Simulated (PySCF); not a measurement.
PySCF 2.14.0, R2SCAN/def2-tzvp, df: [NH]C=O, charge -1, multiplicity 1, 5 atoms. The geometry is a generated start, not checked to be a minimum at this level.

* **task**: energy
* **method**: r2scan
* **basis**: def2-tzvp
* **two-electron scheme**: density fitting
* **mol.max_memory**: 3000 MB
* **mf.max_cycle**: 100
* **mf.diis_space**: 8 (default)
* **mf.conv_tol**: 1e-09 (default)
* **mf.grids.level**: 3 (default)
* **basis functions**: 105
* **grid points**: 61720

```xyz
5

N      0.7870    -0.5625    -0.0705
C     -0.3757    -0.0034     0.0510
O     -0.7335     1.1923     0.0236
H      1.5038     0.1621    -0.2132
H     -1.1816    -0.7884     0.2091
```

Charge -1 and multiplicity 1 are set for this test and not shown to be the ground state.

With the defaults (mf.DIIS = CDIIS, mf.diis = true, mf.damp = 0, mf.diis_start_cycle = 1, mf.init_guess = minao, newton = off) it converges in 12 Fock builds. One run each on 2 threads, 1 BLAS thread, with these changes:
- mf.DIIS = ADIIS
- mf.init_guess = sap
- mf.DIIS = EDIIS
- mf.init_guess = mod_huckel
- newton = Hessian by the SCF's own integrals
- mf.init_guess = atom
- mf.diis = false
- mf.init_guess = huckel
- mf.damp = 0.3, mf.diis_start_cycle = 4

**Question.** Name the settings that don't reach the solution of the defaults.

**Answer.** No convergence: mf.DIIS = EDIIS; mf.diis = false (the run ends without SCF convergence in 100 cycles). The rest reach the solution of the defaults.

| setting | Fock builds | end |
|---|---|---|
| the defaults | 12 | same solution |
| mf.init_guess = atom | 13 | same solution |
| mf.init_guess = mod_huckel | 14 | same solution |
| mf.init_guess = sap | 14 | same solution |
| mf.init_guess = huckel | 15 | same solution |
| mf.damp = 0.3, mf.diis_start_cycle = 4 | 18 | same solution |
| mf.DIIS = ADIIS | 26 | same solution |
| newton = Hessian by the SCF's own integrals | 43 | same solution |
| mf.DIIS = EDIIS | 101 | no convergence |
| mf.diis = false | 101 | no convergence |

Under newton the count holds the products with the orbital Hessian.
